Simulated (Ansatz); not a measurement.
System: rock-salt NaH. Method: r²SCANh (Ansatz, a program for electronic structure, PAW).

Numerical settings: plane-wave cutoff 600 eV, 8×8×8 k mesh, scalar-relativistic PAW data made under PBE.

Computed at the level's own relaxed cell.

Elastic tensor (GPa, Voigt notation, ions relaxed):

```
   49.5    12.1    12.1     0.0     0.0     0.0
   12.1    49.5    12.1     0.0     0.0     0.0
   12.1    12.1    49.5     0.0     0.0     0.0
    0.0     0.0     0.0    24.3     0.0     0.0
    0.0     0.0     0.0     0.0    24.3     0.0
    0.0     0.0     0.0     0.0     0.0    24.3
```

Worked from these constants: the tetragonal shear constant is C′ = (C11 − C12)/2 = 18.7 GPa against C44 = 24.3 GPa, so the tetragonal shear is the softer. The Zener ratio C44/C′ is 1.30 (1 for an isotropic solid), and the Cauchy pressure C12 − C44 is -12.2 GPa. With C11 + 2C12 = 73.7 GPa all three Born conditions hold; they don't test modes at the zone boundary.

Computed values are for the static lattice.
